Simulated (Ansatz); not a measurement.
Hypothetical fluorite TaGe2: response to strain

Base system: TaGe2 in the fluorite structure (space group Fm-3m, No. 225; a = 6.276 Å; a hypothetical phase, not in the database extracts checked; relaxed with 0.1 eV smearing). Axes: x, y, z lie along the cube axes.

Strains are applied to the cell and any free atomic positions relax; under biaxial strain the out-of-plane vector relaxes too.

Calculations: plane-wave PAW DFT at the PBE level (Ansatz, a quantum-chemistry and plane-wave program, 420 eV), scalar-relativistic without spin-orbit coupling.

Notes on the quantities. pressure: mean of the normal stresses, compression positive; energy relative to the base: free energy F.

```csv
variant,space group,pressure,energy relative to the base,volume per atom
base,Fm-3m (No. 225),0.0 GPa,0 meV/atom,20.60 Å³
"biaxial strain −0.40 %, plane normal [110], relaxed out of plane",Immm (No. 71),-1.0 GPa,-0.8 meV/atom,20.81 Å³
"biaxial strain +2.56 %, plane normal [110], relaxed out of plane",Immm (No. 71),3.1 GPa,-22 meV/atom,19.76 Å³
"biaxial strain +1.34 %, plane normal [111], relaxed out of plane",R-3m (No. 166),2.6 GPa,-8.2 meV/atom,19.98 Å³
isotropic strain −2.24 %,Fm-3m (No. 225),7.8 GPa,+31 meV/atom,19.25 Å³
uniaxial strain ε_xx = −1.38 %,I4/mmm (No. 139),1.4 GPa,+0.8 meV/atom,20.32 Å³
uniaxial strain ε_yy = −3.20 %,I4/mmm (No. 139),3.4 GPa,+4.4 meV/atom,19.94 Å³
uniaxial strain ε_yy = +4.85 %,I4/mmm (No. 139),-4.4 GPa,+7.7 meV/atom,21.60 Å³
uniaxial strain ε_zz = −0.70 %,I4/mmm (No. 139),0.7 GPa,+0.2 meV/atom,20.46 Å³
uniaxial strain ε_zz = +2.82 %,I4/mmm (No. 139),-2.6 GPa,+2.8 meV/atom,21.18 Å³
```

A biaxial case was relaxed in a doubled cell and then solved in the primitive one. No phonon test of stability was made. All final runs are without spin polarisation. An odd electron count without spin: TaGe2. Under biaxial strain −0.40 %, plane normal [110], relaxed out of plane, biaxial strain +2.56 %, plane normal [110], relaxed out of plane and biaxial strain +1.34 %, plane normal [111], relaxed out of plane the cell ends below the base's energy or with stress of the wrong sign: the atoms slid into a distortion or the cell is elastically unstable, so the base is not a stable minimum at this level. TaGe2 has a high density of states at the Fermi level and may be magnetic at this level.
